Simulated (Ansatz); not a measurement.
Converging the k-point mesh at a smearing width of 0.02 eV: Au (Fm-3m, 1 atom in the cell)

```xyz
1
Lattice="0.0000 2.0339 2.0339 2.0339 0.0000 2.0339 2.0339 2.0339 0.0000" Properties=species:S:1:pos:R:3 pbc="T T T"
Au     0.0000     0.0000     0.0000
```

Method of the run: PBEsol, default PAW files made with PBE (plane waves; Ansatz, a program for electronic structure).

Base settings: basis.ecutwfc = 420 eV; kpoints.mp_grid.grid = 14 14 14; hamiltonian.xc = pbesol; hamiltonian.pseudopotentials = {kind: paw} (the program's default PAW files); scf.occupations.method = fermi_dirac; scf.occupations.width = 0.1 eV.

In this ladder: scf.occupations.width = 0.02 eV.

Only quantities that move along the ladder and can be compared are tabulated.

The count of work is k-points × plane waves × bands × iterations; it is no time. 

The starting cell has typed, rounded lattice constants, without a prior relaxation at this level. Its lattice was rescaled by up to half a per cent. Ansatz's pressure includes its estimate of the finite-basis (Pulay) stress.

```tsv
kpoints.mp_grid.grid	free energy less the last step's (meV/atom)	pressure (GPa)	count of work / last
5 5 5	-108.56	1.40	0.010
6 6 6	75.34	3.45	0.017
7 7 7	-52.71	1.81	0.021
9 9 9	-24.73	1.97	0.036
10 10 10	22.36	2.48	0.049
13 13 13	-3.74	1.70	0.087
15 15 15	-0.15	1.84	0.12
18 18 18	-0.73	2.12	0.20
22 22 22	-0.90	1.96	0.34
27 27 27	0.56	1.96	0.58
33 33 33	0.00	1.97	1.0
```

Coarsest kpoints.mp_grid.grid that holds the free energy within 5 meV/atom of the last step, with all finer ones: 13 13 13, at 0.087 of the last step's count of work; the step before is off by 22 meV/atom.

Coarsest kpoints.mp_grid.grid that holds the pressure within 0.1 GPa of the last step, with all finer ones: 22 22 22, at 0.34 of the last step's count of work; the step before is off by 0.15 GPa.

Keys are those of Ansatz 0.2.
